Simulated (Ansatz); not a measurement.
Consider TeO2 in the fluorite structure (space group Fm-3m, No. 225; a = 5.323 Å; a hypothetical phase, not in the database extracts checked).

Modification: hydrostatic tension (pressure −1 GPa).

Levels (all Ansatz, an electronic-structure program, PAW, earlier PAW set): PBEsol (420 eV, scalar-relativistic without spin-orbit coupling); r2SCAN (500 eV, no spin-orbit coupling); HSE06 (420 eV, no spin-orbit coupling); PBEsol+SOC (420 eV, with spin-orbit coupling); HSE06+SOC (420 eV, noncollinear with spin-orbit coupling).

One geometry, relaxed with PBEsol, under each level:

| level | band gap | lowest conduction level above the VBM at special points | electron mass | hole mass | pressure |
|---|---|---|---|---|---|
| PBEsol | 0.73 eV | X 1.16 eV; Γ 1.74 eV; K 3.02 eV; U 3.02 eV | 0.82 mₑ along k, 0.22 mₑ across (off the special points) | 0.92 mₑ along k, 1.2 mₑ across (at L) | -10.0 kbar |
| r2SCAN | 1.01 eV | X 1.45 eV; Γ 2.01 eV; K 3.31 eV; U 3.31 eV | 0.82 mₑ along k, 0.24 mₑ across (off the special points) | 0.85 mₑ along k, 1.2 mₑ across (at L) | 0.3 kbar |
| HSE06 | ? | ? | – | – | – |
| PBEsol+SOC | 0.68 eV | X 1.11 eV; Γ 1.22 eV; K 2.91 eV; U 2.91 eV | 0.85 mₑ along k, 0.23 mₑ across (off the special points) | 0.92 mₑ along k, 1.2 mₑ across (at L) | -7.1 kbar |
| HSE06+SOC | ? | ? | – | – | – |

Question: Give the withheld HSE06 and HSE06+SOC results.

Answer: 
- HSE06, band gap: 1.62 eV
- HSE06, lowest conduction level above the VBM at special points: X 2.06 eV; Γ 2.66 eV; K 4.00 eV
- HSE06+SOC, band gap: 1.57 eV
- HSE06+SOC, lowest conduction level above the VBM at special points: X 2.00 eV; Γ 2.08 eV; K 3.88 eV

Single points use the geometry relaxed with PBEsol. Their cutoffs differ, which shifts pressures a little. HSE06 gaps are upper bounds (no full band path). Differences between runs with and without spin-orbit coupling are approximate. Spin-orbit coupling, missing from the scalar runs, can matter with Te. Load acts through the strain it causes; cell and atoms are relaxed under it. Masses are band curvatures over ±0.01 Å⁻¹ around the edge. Along k means along the line from Γ to the band edge. No phonon test of stability was made.
